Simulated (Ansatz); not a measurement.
Sc2Al: element substitutions

The reference is Sc₂Al (space group P6_3/mmc, No. 194; a = 4.850 Å, c = 6.090 Å; a cell from a computed database, its experimental status unchecked).

Each row replaces one element on all its sites; cell and atoms are relaxed.

Method: Ansatz (a first-principles code), PBEsol, PAW, cutoff 420 eV, no SOC.

| variant | shortest interatomic distance | density | c/a ratio |
|---|---|---|---|
| base | 5.291 bohr | 3.13 g/cm³ | 1.256 |
| Al → Tl | 5.455 bohr | 7.28 g/cm³ | 1.240 |
| Al → B | 4.651 bohr | 3.62 g/cm³ | 1.376 |
| Sc → Be | 4.391 bohr | 2.22 g/cm³ | 1.195 |

Stability against distortions was not tested. As relaxed here, Sc2Tl, Sc2B and Be2Al are hypothetical phases, not in the database extracts checked. All final runs are without spin polarisation. Sc2Tl, Sc2Al and Sc2B have a high density of states at the Fermi level and may be magnetic at this level.
